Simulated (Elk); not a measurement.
## Parameter sweep on HfTi (P-6m2, 2 atoms in the cell)

```xyz
2
Lattice="3.0861 0.0000 0.0000 -1.5431 2.6727 0.0000 0.0000 0.0000 4.8293" Properties=species:S:1:pos:R:3 pbc="T T T"
Hf     1.5431     0.8909     2.4146
Ti     0.0000     1.7818     0.0000
```

Base run A: LDA (PW92), all-electron FP-LAPW, Elk's shipped species files, APW+lo basis with extra local orbitals (Elk 10.2.4), self-consistent single point.

Its settings: rgkmax = 7.5; stype = 0; swidth = 0.00734986 Ha; ngridk = 8 8 5; vkloff = 0.5 0.5 0.5; gmaxvr = 16 1/bohr; nxlo = 2; lorbcnd = true; rmtscf = 0.98; lmaxi = 2; maxscl = 100.

The starting cell comes from a database of computed structures (which also holds hypothetical and non-ambient phases and stackings), without a prior relaxation at this level. Spin polarisation is off. Values depend on the basis (sphere radii, cutoffs, local orbitals), which need not be converged.

ΔE is the total energy (no entropy term) per atom less that of run A. 

Run A gave: basis size 296.

Runs:
- B: lattice scaled by 0.97
- C: lattice scaled by 0.97; rgkmax: 7.5 → 5.81
- D: lattice scaled by 0.985
- E: lattice scaled by 0.985; rgkmax: 7.5 → 5.81
- F: lattice scaled by 1.015
- G: lattice scaled by 1.015; rgkmax: 7.5 → 5.81
- H: lattice scaled by 1.03
- I: lattice scaled by 1.03; rgkmax: 7.5 → 5.81
- J: rgkmax: 7.5 → 5.81

Problem. What does run B change against A?

Solution. The total energy goes down by 30.2 meV/atom.

Problem. What does run C change against A?

Solution. The total energy rises by 750 meV/atom.

```json
[
 {"run": "A", "ΔE (meV/atom)": "0.00", "basis size": "296"},
 {"run": "B", "ΔE (meV/atom)": "-30.2", "basis size": "290"},
 {"run": "C", "ΔE (meV/atom)": "749.5", "basis size": "228"},
 {"run": "D", "ΔE (meV/atom)": "-28.1", "basis size": "291"},
 {"run": "E", "ΔE (meV/atom)": "762.3", "basis size": "232"},
 {"run": "F", "ΔE (meV/atom)": "53.9", "basis size": "302"},
 {"run": "G", "ΔE (meV/atom)": "860.8", "basis size": "234"},
 {"run": "H", "ΔE (meV/atom)": "129.6", "basis size": "306"},
 {"run": "I", "ΔE (meV/atom)": "941.2", "basis size": "237"},
 {"run": "J", "ΔE (meV/atom)": "799.6", "basis size": "234"}
]
```
